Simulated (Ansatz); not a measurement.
## Hypothetical CdI2 type HfO2 under a change: pressure 18 GPa

Consider HfO2 in the CdI2 type structure (space group P-3m1, No. 164; a = 3.2085 Å, c = 4.5149 Å; a hypothetical phase, not in the database extracts checked; layered, stacked along the Cartesian z axis).

The change: a hydrostatic pressure of 18 GPa.

Calculations: PBEsol-D3(BJ) (Ansatz, a quantum-chemistry and plane-wave program, PAW, no spin-orbit coupling). Γ-centred 12×12×7 mesh, Fermi–Dirac width 0.05 eV.

The volume per atom falls by 2.322 Å³ (13.42 Å³ → 11.09 Å³) and the density grows by 1.82 g/cm³ to 10.50 g/cm³. The lattice parameter a falls by 5.8 pm to 315.0 pm and the c/a ratio falls by 0.178 (1.407 → 1.229). The enthalpy H = E + PV relative to the base's energy is +1.34 eV/atom and the band gap drops by 1.08 eV, from 4.40 eV to 3.32 eV. The gap character becomes indirect, Γ → M (base: indirect, K–Γ (71 % along) → M) and the smallest direct gap falls by 0.618 eV (4.85 eV → 4.24 eV). The hole mass amounts to 0.50 mₑ along c, 1.8 mₑ across (at Γ) and the valence-band top at Γ (three highest levels, from the VBM) is 0.00, -0.75, -0.75 eV.

Final structure:

```yaml
crystal:
  lattice:
    - [3.15022, 0.00000, 0.00000]
    - [-1.57511, 2.72817, 0.00000]
    - [0.00000, 0.00000, 3.87283]
  atoms:
    - { symbol: Hf, position: [0.00000, 0.00000, 0.00000] }
    - { symbol: O, position: [0.33333, 0.66667, 0.24718] }
    - { symbol: O, position: [0.66667, 0.33333, 0.75282] }
```

With Hf present, leaving out spin-orbit coupling can change the band edges. Load acts through the strain it causes; cell and atoms are relaxed under it. Effective masses come from finite differences of ±0.01 Å⁻¹. Stability against distortions was not tested. Competing high-pressure phases were not computed.
